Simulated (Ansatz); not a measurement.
System: GeSb2Te4 (I-4m2, No. 119, 7 atoms in the cell; start mp-1224362). Method: r²SCAN (PAW; Ansatz, a quantum-chemistry and plane-wave program).

Input:

Ansatz 0.2 input:
```yaml
crystal:
  lattice:
    - [-3.0074138372, 3.0074138372, 5.940829065]
    - [3.0074138372, -3.0074138372, 5.940829065]
    - [3.0074138372, 3.0074138372, -5.940829065]
  atoms:
    - { symbol: Ge, position: [0.0, 0.0, 0.0] }
    - { symbol: Sb, position: [0.5, 0.5, 0.0] }
    - { symbol: Sb, position: [0.25, 0.75, 0.5] }
    - { symbol: Te, position: [0.5068362652, 0.0068362652, 0.5] }
    - { symbol: Te, position: [0.9931637348, 0.4931637348, 0.5] }
    - { symbol: Te, position: [0.2452863584, 0.2452863584, 0.0] }
    - { symbol: Te, position: [0.7547136416, 0.7547136416, 0.0] }
basis:
  ecutwfc: 560
  ecutrho_ratio: 4
  xc_grid: 3
kpoints:
  mp_grid: { grid: [14, 14, 14] }
hamiltonian:
  xc: r2scan
  dispersion: none
  pseudopotentials: { kind: paw }
scf:
  occupations: { method: fermi_dirac, width: 0.05 }
  convergence: { dr2_threshold: 0.0000000007 }
output:
  forces: true
  stress: true
  eigenvalues: true
```

From the output:

```
Crystal: 7 atoms, lattice volume = 214.928 Å³
Basis set: ecut = 560 eV, 6491 PW (Γ), exchange–correlation on 180×180×180 points (27 copies of the dense FFT grid, shifted against one another)
Bands: 65, of which v1, the nominal top of the filled ones, is band 54 counted from 1 (53 counted from 0)
Symmetry: 8 space group operations
Space group: I-4m2 (ITA 119), of the structure as read, at distance tolerance 6.0e-5 Å
k-points: 244 of 2744 (time reversal used)
Functional: x = r2scan, c = r2scan; τ floored in thin density (d = 2e-4 eV/Å³)
SCF iter   1: F=—  HF=-45280.283112 eV  |F-HF|=—  |Δ(HF+E_count)|=         —  Δρ=4.09e-3  dr2=5.34e-2  dr2_τ=4.28e-3
SCF iter   2: F=—  HF=-45280.316816 eV  |F-HF|=—  |Δ(HF+E_count)|=   3.37e-2  Δρ=2.35e-3  dr2=2.45e-2  dr2_τ=9.66e-5
  ...
SCF iter   8: F=—  HF=-45280.314450 eV  |F-HF|=—  |Δ(HF+E_count)|=   7.56e-9  Δρ=1.50e-6  dr2=3.45e-9  dr2_τ=2.07e-10
SCF iter   9: F=-45280.314450 eV  HF=-45280.314450 eV  |F-HF|=2.33e-10  |Δ(HF+E_count)|=   4.73e-9  Δρ=3.35e-7  dr2=1.31e-10  dr2_τ=1.27e-11
SCF 1 converged in 9 iterations: F = -45280.314450 eV  dr2 = 1.31e-10
SCF converged after 9 iterations
Free energy (F): -45280.314450 eV
Internal energy: -45280.300915 eV  (E = F + TS)
E sigma→0 (E₀):  -45280.307683 eV
Fermi energy:    8.866425 eV
--- Forces (eV/Å), atoms counted from 1 ---
  atom   1  Ge    -0.00000000     0.00000000     0.00000000
  atom   2  Sb     0.00000000    -0.00000000    -0.00000000
  atom   3  Sb     0.00000000    -0.00000000     0.00000000
  atom   4  Te    -0.00000000     0.00000000    -0.00512319
  atom   5  Te    -0.00000000    -0.00000000     0.00512319
  atom   6  Te     0.00000000     0.00000000     0.01884137
  atom   7  Te     0.00000000    -0.00000000    -0.01884137
--- Stress (GPa, compression-positive) ---
        1.720534      -0.000000       0.000000
       -0.000000       1.720534      -0.000000
        0.000000      -0.000000       1.729222
  P = ⅓ Tr σ = 1.7234 GPa (17.234 kbar)
```

The PAW data were made under PBE.

Note: cell and atoms aren't relaxed at this level (pressure 1.7 GPa).

A start named mp-… is a Materials Project structure, which need not be a measured phase.
